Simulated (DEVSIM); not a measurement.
Device: Ru/Si3N4/SiO2/n-Si capacitor, at 300 K.

| layer (left to right) | material | thickness (nm) | Nd (cm⁻³) |
|---|---|---|---|
| 1 | Si3N4 | 3.50 | - |
| 2 | SiO2 | 0.860 | - |
| 3 | Si | 1300 | 1.9e17 |

Metal gate on the left, work function 4.7 eV. Fixed charge at the semiconductor interface 0 cm⁻² (in units of +e); no interface traps.

Constants are typed, rounded textbook-type inputs, not results; the design itself was drawn at random and stands for no fabricated device. Values at 300 K.

| parameter | Si3N4 | SiO2 | Si |
|---|---|---|---|
| gap (eV) | 5.1 | 9 | 1.124 |
| affinity (eV) | 2.1 | 0.9 | 4.05 |
| permittivity | 7.5 | 3.9 | 11.7 |
| Nc (cm⁻³) | - | - | 2.86e19 |
| Nv (cm⁻³) | - | - | 3.1e19 |

Simulated with DEVSIM: 1D Poisson equation in equilibrium, Boltzmann statistics, complete ionisation; no quantum confinement or tunnelling. Metal contacts follow the ideal Schottky-Mott rule: no Fermi-level pinning, no interface dipoles.

The substrate doping was swept, all else fixed.

| substrate doping (cm^-3) | minimum of the low-frequency capacitance (μF/cm²) | flat-band voltage (V) | threshold voltage (band bending 2φF) (V) |
|---|---|---|---|
| 9.5e15 | 0.0365 | 0.44 | -0.30 |
| 1.9e16 | 0.0501 | 0.46 | -0.34 |
| 3.8e16 | ___ | 0.48 | ___ |
| 9.5e16 | 0.101 | 0.50 | -0.45 |
| 1.9e17 | 0.134 | 0.52 | -0.52 |
| 3.8e17 | 0.178 | 0.54 | -0.62 |

Task: Complete the blanks.

Result: 
- 3.8e16, minimum of the low-frequency capacitance (μF/cm²): 0.0681
- 3.8e16, threshold voltage (band bending 2φF) (V): -0.38
